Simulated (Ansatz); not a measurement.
Consider interstitial Na in 2H silicon carbide, charge state +1. The step: one Na atom jumps by itself; the atom moves 2.53 Å along (0.00, 0.00, 0.50) of the unit cell; the moving atom starts with neighbours 3 C at 2.08, 3 C at 2.39; 3 Si at 2.20, 3 Si at 2.47 Å and ends with 3 C at 2.08, 3 C at 2.39; 3 Si at 2.20, 3 Si at 2.47 Å. DFT values are from Ansatz (plane-wave PAW, 420 eV unless said) in a cell of 72 host sites, spin-restricted, static, with no finite-size correction. The host's phase is taken as given; its stability against other phases was not computed. The charge state is imposed; whether it is stable for some Fermi level was not computed. Sites that were not tried may lie lower. For the PBE band: the check of the saddle point's order was inconclusive, and it lies on a symmetry element of the cell, where a band can be held.

```json
[
 {"Level": "CHGNet universal potential (has no charge state), its own band", "Forward barrier (eV)": "2.78", "Cost of the band or of the saddle's single point": "-"},
 {"Level": "PBE, the Γ point alone, band relaxed", "Forward barrier (eV)": "3.59", "Cost of the band or of the saddle's single point": "very roughly 7 core-minutes"},
 {"Level": "PBE, a 2×2×2 k-point mesh shifted by half a step along c, same geometries", "Forward barrier (eV)": "3.59", "Cost of the band or of the saddle's single point": "roughly 70 core-seconds"},
 {"Level": "r2SCAN at 500 eV, the Γ point alone, same geometries", "Forward barrier (eV)": "3.75", "Cost of the band or of the saddle's single point": "around 29 core-seconds (rough)"},
 {"Level": "HSE06, Γ point alone, same geometries", "Forward barrier (eV)": "…", "Cost of the band or of the saddle's single point": "very roughly 2.0 core-minutes"}
]
```

Complete the blanks.


- HSE06, Γ point alone, same geometries, Forward barrier (eV): 3.74

Ansatz is an electronic-structure program.
